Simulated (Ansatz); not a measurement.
Defect: Ti-vacancy pair (Ti on one host Al site, one Al site vacant) in fcc Al, neutral cell. The step: one Al atom jumps into the vacancy from a nearby Al site (Ti-vacancy distance between ideal sites 2.86 → 4.04 Å); the atom moves 2.74 Å along (0.00, -0.48, 0.47) of the unit cell; the moving atom starts with neighbours 2 Al at 2.80, 2 Al at 2.81, 2 Al at 2.86, 2 Al at 2.87, 2 Al at 2.90, Al at 2.93 Å and ends with 2 Al at 2.78, 2 Al at 2.83, 2 Al at 2.85, 3 Al at 2.89, Al at 2.90; Ti at 2.83 Å. A PBE band in Ansatz (plane-wave PAW, a 3×3×3 k-point mesh shifted by half a step, 32 host sites, 17 SCF runs with any check of the saddle's order, static, no finite-size correction) gives a forward barrier of 0.38 eV. The saddle point's order was not checked, and it lies on a symmetry element of the cell, where a band can be held. Forms of the defect that were not tried may lie lower. The start lies 0.39 eV above the lowest site run (PBE).

Single points at the band's start and saddle point can refine it. Rough cost of one point, in units of the band's mean SCF on the same machine:

```csv
Level,Cost of one point
"PBE, a 5×5×5 k-point mesh shifted by half a step",about 5
"r2SCAN at 500 eV, a 3×3×3 k-point mesh shifted by half a step",about 2
```

Q: Which of these move the barrier by more than 0.1 eV, and how far does each move it?

A: Not one does. PBE, a 5×5×5 k-point mesh shifted by half a step: -0.01 eV; r2SCAN at 500 eV, a 3×3×3 k-point mesh shifted by half a step: +0.08 eV. Each functional is compared with PBE at the same k-points.

Ansatz is a quantum-chemistry and plane-wave program.
